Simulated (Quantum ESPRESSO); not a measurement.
A self-consistent single point of TePt (P6_3/mmc, 4 atoms in the cell) with Quantum ESPRESSO.

Level of theory: LDA (PZ), GBRV 1.5 ultrasoft (LDA) pseudopotentials (plane waves; Quantum ESPRESSO).

```
CELL_PARAMETERS angstrom
      4.17975     0.00000     0.00000
     -2.08988     3.61977     0.00000
      0.00000     0.00000     5.55136
ATOMIC_POSITIONS crystal
  Te 0.66667 0.33333 0.75000
  Te 0.33333 0.66667 0.25000
  Pt 0.00000 0.00000 0.50000
  Pt 0.00000 0.00000 0.00000
```

Reference input (self-consistent single point, DFT, LDA (PZ), plane waves, GBRV 1.5 ultrasoft (LDA) pseudopotentials): ecutwfc = 40 Ry; ecutrho = 320 Ry; occupations = smearing; smearing = cold; degauss = 0.0073499 Ry; potentials = {Te: te_lda_v1.uspp.F.UPF, Pt: pt_lda_v1.4.uspp.F.UPF}; K_POINTS = automatic 6 6 4 0 0 0; conv_thr = 1e-10 Ry; mixing_beta = 0.7. This run's input differs from it in these lines:

```diff
@@ -14,4 +14,4 @@
     ntyp = 2
-    ecutwfc = 40
-    ecutrho = 320
+    ecutwfc = 20
+    ecutrho = 160
     occupations = 'smearing'
```

The program printed (abridged):

```
     Self-consistent Calculation

     iteration #  1     ecut=    20.00 Ry     beta= 0.70

     negative rho (up, down):  3.448E-01 0.000E+00

     total energy              =    -472.02593765 Ry
     estimated scf accuracy    <       3.17758687 Ry

     iteration #  2     ecut=    20.00 Ry     beta= 0.70

     negative rho (up, down):  3.661E-01 0.000E+00

     total energy              =    -472.99132965 Ry
     estimated scf accuracy    <       6.09438157 Ry

     iteration #  3     ecut=    20.00 Ry     beta= 0.70

     negative rho (up, down):  3.718E-01 0.000E+00

     total energy              =    -473.83518143 Ry
     estimated scf accuracy    <       0.06481882 Ry

   [... 7 blocks of this kind left out ...]

     iteration # 11     ecut=    20.00 Ry     beta= 0.70

     negative rho (up, down):  3.732E-01 0.000E+00

     total energy              =    -473.86121327 Ry
     estimated scf accuracy    <          2.1E-10 Ry

     iteration # 12     ecut=    20.00 Ry     beta= 0.70

     negative rho (up, down):  3.732E-01 0.000E+00
     End of self-consistent calculation

     the Fermi energy is    13.7099 ev

!    total energy              =    -473.86121327 Ry
     estimated scf accuracy    <          1.2E-12 Ry
     smearing contrib. (-TS)   =       0.00019070 Ry
     internal energy E=F+TS    =    -473.86140398 Ry

     convergence has been achieved in  12 iterations

     negative rho (up, down):  3.732E-01 0.000E+00

     Forces acting on atoms (cartesian axes, Ry/au):

     atom    1 type  1   force =    -0.00000000   -0.00000000    0.00000000
   [... zero for the other atoms too ...]

     Total force =     0.000000     Total SCF correction =     0.000000

     negative rho (up, down):  3.732E-01 0.000E+00
          total   stress  (Ry/bohr**3)                   (kbar)     P=    -1152.05
  -0.00780532  -0.00000000   0.00000000        -1148.20       -0.00        0.00
  -0.00000000  -0.00780532   0.00000000           -0.00    -1148.20        0.00
   0.00000000   0.00000000  -0.00788386            0.00        0.00    -1159.76

   JOB DONE.
```

The run converged in 12 iterations. Against the reference run the free energy rises by 2.98 eV/atom and the pressure goes from 1.04 to -115.2 GPa.

The starting cell comes from a database of computed structures (which also holds hypothetical and non-ambient phases and stackings), without a prior relaxation at this level. Its lattice was rescaled by a random factor within 2.5 % of one. Spin polarisation is off. At the lowered cutoff the pressure carries the error of an incomplete plane-wave basis.
